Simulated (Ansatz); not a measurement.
**IrGa₃ (model structure, started from the Cu3Au type, Pm-3m, No. 221, 4 atoms in the cell)**

Computed with PBEsol in Ansatz (PAW).

Run with plane-wave cutoff 520 eV, 16×16×16 k mesh, Fermi–Dirac smearing 0.05 eV, no spin polarisation, scalar-relativistic PAW data made under PBE.

Cell (relaxed at this level):

```cif
data_Ga3Ir
_chemical_formula_sum 'Ga3 Ir1'
_space_group_name_H-M_alt 'P 1'
_space_group_IT_number 1
_cell_length_a 3.89172
_cell_length_b 3.89172
_cell_length_c 3.89172
_cell_angle_alpha 90.000
_cell_angle_beta 90.000
_cell_angle_gamma 90.000
loop_
_space_group_symop_operation_xyz
  'x, y, z'
loop_
_atom_site_label
_atom_site_type_symbol
_atom_site_fract_x
_atom_site_fract_y
_atom_site_fract_z
_atom_site_occupancy
Ga1 Ga 0.00000 0.50000 0.50000 1
Ga2 Ga 0.50000 0.50000 0.00000 1
Ga3 Ga 0.50000 0.00000 0.50000 1
Ir1 Ir 0.00000 0.00000 0.00000 1
```

- bulk modulus: 139 GPa

Note: the run has no spin polarisation, so it can have missed a magnetic state; the bulk modulus is −V dP/dV from two relaxed cells at ±2 % in volume; the relaxation could raise the start's symmetry but not lower it, so the cell can be a saddle point.

Spin–orbit coupling is not included.

A model structure was made by putting elements into a prototype or built by hand; it is no filed structure, need not be a known phase, and can be a saddle point held by its symmetry.

Ansatz is a first-principles code.
